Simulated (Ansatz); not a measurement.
Consider the following.

```xyz
2
Lattice="2.9832 0.0000 0.0000 0.0000 2.9832 0.0000 0.0000 0.0000 2.9086" Properties=species:S:1:pos:R:3 pbc="T T T"
Al     1.4916     1.4916     1.4543
Ru     0.0000     0.0000     0.0000
```

No spin polarisation.

The values are results of r2SCAN (Ansatz, an electronic-structure program), scalar-relativistic without spin-orbit coupling, not measurements. Γ-centred 19×19×19 mesh, Fermi–Dirac width 0.1 eV.

Task: Predict the stress (xx, yy, zz, yz, xz, xy; compression positive).

Result: (4.2, 4.2, 9.5, 0.0, 0.0, 0.0) GPa.

Task: Estimate the band gap.

Result: Zero.

The cells carry an imposed strain or load. Stability against distortions was not tested. The final runs are not spin-polarised. The cell was made from AlRu in the CsCl type structure (space group Pm-3m, No. 221) by this change: uniaxial strain ε_zz = −2.50 %.
